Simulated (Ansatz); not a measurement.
Start from Ti in the hcp (Mg type) structure (space group P6_3/mmc, No. 194; relaxed with 0.1 eV smearing).

```xyz
2
Lattice="2.9016 0.0000 0.0000 -1.4508 2.5129 0.0000 0.0000 0.0000 4.5930" Properties=species:S:1:pos:R:3 pbc="T T T"
Ti     1.4508     0.8376     3.4447
Ti     0.0000     1.6753     1.1482
```

Cartesian axes are those of the cell as printed.

Calculations: DFT with PBEsol, PAW potentials and a 420 eV plane-wave cutoff in Ansatz (a program for electronic structure), scalar-relativistic without spin-orbit coupling.

Before the change:

```
Quantity                        Result
-----------------------------  -------
Pressure                       0.0 GPa
Shortest interatomic distance  2.843 Å
```

The change: the cell is stretched by 1.50 % along x with no lateral relaxation, atoms relaxed at fixed cell.

Task: What does the calculation give for the energy relative to the base, pressure, largest internal atomic displacement and shortest interatomic distance after the change?

Result: The energy increases by 1.9 meV/atom; the pressure (mean of the normal stresses, compression positive) goes from zero to -1.7 GPa; the largest internal atomic displacement amounts to 0.016 Å; the shortest interatomic distance hardly moves (2.843 Å against 2.844 Å).

The cells carry an imposed strain or load. Stability against distortions was not tested. All final runs are without spin polarisation.
